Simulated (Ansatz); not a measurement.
Ir₃GaC (model structure, started from the Ni3MgC type, Pm-3m, No. 221, 5 atoms in the cell): lattice constant a by level of theory

No measured value is used here.

```json
[
 {"level (code)": "LDA (Ansatz)", "value (Å)": "4.024"},
 {"level (code)": "PBE (Ansatz)", "value (Å)": "4.089"},
 {"level (code)": "PBEsol (Ansatz)", "value (Å)": "4.047"},
 {"level (code)": "r²SCAN (Ansatz)", "value (Å)": "4.062"}
]
```

Density-functional levels without +SOC have no spin–orbit coupling. LDA, PBE, PBEsol, r²SCAN: the run has no spin polarisation, so it can have missed a magnetic state. Cutoffs differ between the levels. Ansatz's density-functional and Hartree–Fock values are scalar-relativistic unless marked +SOC, with PAW data made under PBE.

A model structure was made by putting elements into a prototype or built by hand; it is no filed structure, need not be a known phase, and can be a saddle point held by its symmetry.

Ansatz is a quantum-chemistry and plane-wave program.
